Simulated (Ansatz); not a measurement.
Ansatz (a first-principles code) run on GaCuSe2 (I-42d, 8 atoms in the cell): self-consistent single point.

Method of the run: PBE (plane waves, PAW; Ansatz).

The change in words: lattice scaled by 1.03. Reference geometry:
```
GaCuSe2
1.0
   -2.80053     2.80053     5.55350
    2.80053    -2.80053     5.55350
    2.80053     2.80053    -5.55350
Ga Cu Se
2 2 4
Cartesian
  2.80053   0.00000   2.77675
  0.00000   0.00000   5.55350
  0.00000   2.80053   2.77675
  0.00000   0.00000   0.00000
  1.40027   1.37909  -1.38838
  1.37909   4.20080   1.38838
  1.40027   1.42144   4.16513
  1.42144  -1.40027   6.94188
```

Reference input (self-consistent single point, DFT, PBE, plane waves, default PAW files): basis.ecutwfc = 420 eV; kpoints.mp_grid.grid = 4 4 4; hamiltonian.xc = pbe; hamiltonian.pseudopotentials = {kind: paw}, with the files named one by one; scf.occupations.method = gaussian; scf.occupations.width = 0.1 eV. This run's input differs from it in these lines:

```diff
@@ -2,5 +2,5 @@
   lattice:
-    - [-2.800530, 2.800530, 5.553503]
-    - [2.800530, -2.800530, 5.553503]
-    - [2.800530, 2.800530, -5.553503]
+    - [-2.884546, 2.884546, 5.720108]
+    - [2.884546, -2.884546, 5.720108]
+    - [2.884546, 2.884546, -5.720108]
   atoms:
```

Output (repeated stretches shortened):

```
SCF iter   1: F=—  HF=-42696.439753 eV  |F-HF|=—  |Δ(HF+E_count)|=         —  Δρ=8.88e-4  dr2=1.81e-3  ethr=1.77e-3  ⟨swp⟩=5.4  Hψ=3395  notcnv=0  defer=15
all-band conjugate gradients solve this SCF's bands
preconditioner: auto → none
SCF iter   2: F=—  HF=-42696.440611 eV  |F-HF|=—  |Δ(HF+E_count)|=   8.58e-4  Δρ=5.47e-4  dr2=6.17e-4  ethr=1.42e-6  ⟨swp⟩=2.8  Hψ=2030  notcnv=0  defer=20
   [... lines left out ...]
SCF iter   5: F=—  HF=-42696.440565 eV  |F-HF|=—  |Δ(HF+E_count)|=   6.71e-6  Δρ=4.57e-5  dr2=2.19e-6  ethr=9.97e-9  ⟨swp⟩=2.0  Hψ=1550  notcnv=0  defer=20
SCF iter   6: F=—  HF=-42696.440568 eV  |F-HF|=—  |Δ(HF+E_count)|=   3.17e-6  Δρ=1.86e-5  dr2=4.24e-7  ethr=1.71e-9  ⟨swp⟩=2.0  Hψ=1382  notcnv=0  defer=20
SCF iter   7: F=—  HF=-42696.440568 eV  |F-HF|=—  |Δ(HF+E_count)|=   3.23e-7  Δρ=1.19e-5  dr2=1.93e-7  ethr=7.81e-11  ⟨swp⟩=8.7  Hψ=4610  notcnv=0
SCF iter   8: F=-42696.440568 eV  HF=-42696.440568 eV  |F-HF|=2.37e-9  |Δ(HF+E_count)|=   2.45e-8  Δρ=1.46e-6  dr2=2.69e-9  ethr=7.81e-11  ⟨swp⟩=4.0  Hψ=3038  notcnv=0
SCF 1 converged in 8 iterations: F = -42696.440568 eV  dr2 = 2.69e-9
Free energy (F): -42696.440568 eV
Internal energy: -42696.438246 eV  (E = F + TS)
E sigma→0 (E₀):  -42696.439407 eV
Entropy (-TS):   -0.002322 eV (-0.290 meV/atom)
Fermi energy:    7.550206 eV
--- Forces (eV/Å), atoms counted from 1 ---
  atom   1  Ga    -0.00000000    -0.00000000     0.00000000
  atom   2  Ga    -0.00000000     0.00000000     0.00000000
  atom   3  Cu    -0.00000000    -0.00000000     0.00000000
  atom   4  Cu    -0.00000000     0.00000000     0.00000000
  atom   5  Se     0.00000000    -0.05948207     0.00000000
  atom   6  Se    -0.05948207    -0.00000000     0.00000000
  atom   7  Se     0.00000000     0.05948207     0.00000000
  atom   8  Se     0.05948207     0.00000000     0.00000000
--- Stress (GPa, compression-positive) ---
       -2.570241       0.000000       0.000000
        0.000000      -2.570241       0.000000
        0.000000       0.000000      -2.574320
  P = ⅓ Tr σ = -2.5716 GPa (-25.716 kbar)
  The stress holds the Pulay correction. Without it, at fixed plane waves, as pw.x and ABINIT print it: P = -2.6057 GPa
```

The run converged in 8 iterations. Against the reference run the free energy goes up by 2.5 meV/atom, the pressure goes from 2.63 to -2.57 GPa and the largest force goes from 0.157 to 0.059 eV/Å.

The starting cell comes from a database of computed structures (which also holds hypothetical and non-ambient phases and stackings), without a prior relaxation at this level. Its lattice was rescaled by a random factor within 2.5 % of one. For this run, on top of that: lattice scaled by 1.03. Spin polarisation is off. Ansatz's pressure includes its estimate of the finite-basis (Pulay) stress. A gap is left out here, as mesh or smearing make it unsure.

Keys are those of Ansatz 0.2.
